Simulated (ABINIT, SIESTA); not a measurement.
An ABINIT input for a self-consistent single point of MoS2 (P-3m1, 3 atoms in the cell) (DFT, LDA (PW92), plane waves, norm-conserving pseudopotentials (PseudoDojo nc-sr-04 LDA standard)):

```
# MoS2, PseudoDojo nc-sr-04 LDA standard
pp_dirpath "./"
pseudos "Mo.upf, S.upf"
acell 3*1.0 Angstrom
rprim
         3.2274597981    0.0000000469    0.0000000000
        -1.6137299396    2.7950621514    0.0000000000
         0.0000000000    0.0000000000    6.3124700000
natom 3
ntypat 2
znucl 42 16
typat 1 2 2
xcart
         0.0000000000    0.0000000000    3.1562350000
        -0.0000000270    1.8633747832    1.6116998404
         1.6137298855    0.9316874150    4.7007701596
      Angstrom
ecut 80 Ry
ixc 7
occopt 7
tsmear 0.00367493
nband 18
kptopt 1
ngkpt 15 15 7
nshiftk 1
shiftk 0 0 0
nstep 60
toldfe 1.0e-09
prtwf 0
prtden 0
```

Task: Give the SIESTA input for the same structure, mesh, smearing and functional.

Result: One input that does it (others would too):

```
# files in the folder: Mo.psml S.psml (PseudoDojo LDA standard)
SystemName  MoS2
SystemLabel MoS2

NumberOfAtoms                3
NumberOfSpecies              2
%block ChemicalSpeciesLabel
  1 42 Mo
  2 16 S
%endblock ChemicalSpeciesLabel
LatticeConstant              1.0 Ang
%block LatticeVectors
     3.227460000    0.000000000    0.000000000
    -1.613730000    2.795062000    0.000000000
     0.000000000    0.000000000    6.312470000
%endblock LatticeVectors
AtomicCoordinatesFormat      Ang
%block AtomicCoordinatesAndAtomicSpecies
     0.000000000    0.000000000    3.156235000  1
    -0.000001614    1.863375598    1.611699840  2
     1.613731614    0.931686402    4.700770160  2
%endblock AtomicCoordinatesAndAtomicSpecies

XC.functional                LDA
XC.authors                   PW92
PAO.BasisSize                DZP
PAO.EnergyShift              0.01 Ry
MeshCutoff                   350 Ry
%block kgrid.MonkhorstPack
   15   0   0  0.0
    0  15   0  0.0
    0   0   7  0.0
%endblock kgrid.MonkhorstPack
OccupationFunction           MP
OccupationMPOrder            0
ElectronicTemperature        1160.45 K

MaxSCFIterations             150
SCF.Mixer.Method             Pulay
SCF.Mixer.Weight             0.1
SCF.Mixer.History            6
SCF.DM.Tolerance             1.0E-04
Diag.ParallelOverK           true
WriteForces                  true
Charge.Mulliken              end
```

Basis, cutoffs, solver keys and any potentials are the target program's own. This input uses DFT, LDA PW92, numerical atomic orbitals DZP, PseudoDojo LDA standard norm-conserving potentials (rewritten from UPF to PSML). LDA parametrisations can differ slightly between programs.

The starting cell comes from a database of computed structures (which also holds hypothetical and non-ambient phases and stackings), without a prior relaxation at this level.
